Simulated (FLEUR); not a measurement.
A self-consistent single point of VPt (P1, 2 atoms in the cell) with FLEUR.

Level of theory: FLEUR with LDA (Vosko-Wilk-Nusair), all-electron FLAPW (FLEUR), scalar-relativistic valence.

The change in words: lattice scaled by 0.98. Reference geometry:
```
VPt
1.0
    2.68627     0.00000     0.00000
    0.00000     2.68627     0.00000
    0.00000     0.00000     3.89258
V Pt
1 1
Direct
  0.47178   0.46256   0.50836
  0.02822   0.03744   0.99164
```

Reference input (self-consistent single point, DFT, LDA (Vosko-Wilk-Nusair), all-electron FLAPW (FLEUR), scalar-relativistic valence): Kmax = 3.7 1/bohr; GmaxXC = 13 1/bohr; xcFunctional = vwn; jspins = 1; l_soc = F; mode = gauss; fermiSmearingEnergy = 0.00499791 Htr; mesh (inpgen div1-3) = 8 8 6; inpgen gamma flag = true; Gmax = 13 1/bohr; numbands = 0; maxIterBroyd = 99. This run's input differs from it in these lines:

```diff
@@ -3,5 +3,5 @@
 &input film=f /
-2.6862700000 0.0000000000 0.0000000000
-0.0000000000 2.6862700000 0.0000000000
-0.0000000000 0.0000000000 3.8925800000
+2.6325450000 0.0000000000 0.0000000000
+0.0000000000 2.6325450000 0.0000000000
+0.0000000000 0.0000000000 3.8147280000
 1.8897261246
@@ -44,5 +44,5 @@
          <bravaisMatrix>
-            <row-1>    5.0763145967292420     0.0000000000000000     0.0000000000000000</row-1>
-            <row-2>    0.0000000000000000     5.0763145967292420     0.0000000000000000</row-2>
-            <row-3>    0.0000000000000000     0.0000000000000000     7.3559101180954682</row-3>
+            <row-1>    4.9747890606851062     0.0000000000000000     0.0000000000000000</row-1>
+            <row-2>    0.0000000000000000     4.9747890606851062     0.0000000000000000</row-2>
+            <row-3>    0.0000000000000000     0.0000000000000000     7.2087911598431083</row-3>
          </bravaisMatrix>
```

Log, with long lists cut:

```
 Iteration:     1   Distance:      33.63060398 me/bohr^3
 Iteration:     2   Distance:      21.93716214 me/bohr^3
 Iteration:     3   Distance:      15.42288576 me/bohr^3
 Iteration:     4   Distance:      10.78415157 me/bohr^3
 Iteration:     5   Distance:       5.32709486 me/bohr^3
   [... 11 lines left out ...]
 Iteration:    17   Distance:       0.00010820 me/bohr^3
 Iteration:    18   Distance:       0.00006313 me/bohr^3
 Iteration:    19   Distance:       0.00001085 me/bohr^3
 Iteration:    20   Distance:       0.00000859 me/bohr^3
 Reset of history
 Run finished successfully
 Stop message:
   Structural relaxation: new displacements generated

[file out, last iteration]
             iter=     21
[...]
          total density-effective poten   -3.3909037446E+04
          total charge density-energy d   -3.9055692384E+02
 Updated energy parameters for spin:           1
[...]
 fermi energy and band-weighting factors:

[...]
FERMIE:
          first approx. to ef    (T=0)  :   0.570723 htr   (energy of the highest occ. eigenvalue)
          number of occ. states  (T=0)  :       2841
          first approx. to seigv (T=0)  : -10.574538 htr
          sum of weights of occ. states :  14.500000
          sum of semicore charge        :   0.000000 e
          fermi energy=   0.57139 har   work function= -15.54823 ev
          number of valence electrons=  29.00000
   [... lines left out ...]
     k-point=  137
     k-point=  138
     k-point=  139
     k-point=  140
     k-point=  141
     k-point=  142
     k-point=  143
     k-point=  144
     k-point=  145
     k-point=  146
     k-point=  147
     k-point=  148
     k-point=  149
     k-point=  150
     k-point=  151
     k-point=  152
     k-point=  153
     k-point=  154
     k-point=  155
     k-point=  156
     k-point=  157
     k-point=  158
     k-point=  159
      0.005 0.00
```

The run converged in 20 iterations. FLEUR gives forces in its relaxation mode, with a further iteration, so its stop message speaks of a relaxation. Against the reference run the total energy hardly moves (within 1 meV/atom) and the largest force goes from 1.226 to 1.622 eV/Å.

The starting cell comes from a database of computed structures (which also holds hypothetical and non-ambient phases and stackings), without a prior relaxation at this level. Its atoms were displaced at random from the sites of space group no. 123. For this run, on top of that: lattice scaled by 0.98. Spin polarisation is off. Values depend on the basis (sphere radii, cutoffs, local orbitals), which need not be converged. Forces in this geometry exceed 1 eV/Å.

Cost on one core of a shared machine: roughly 5 min.
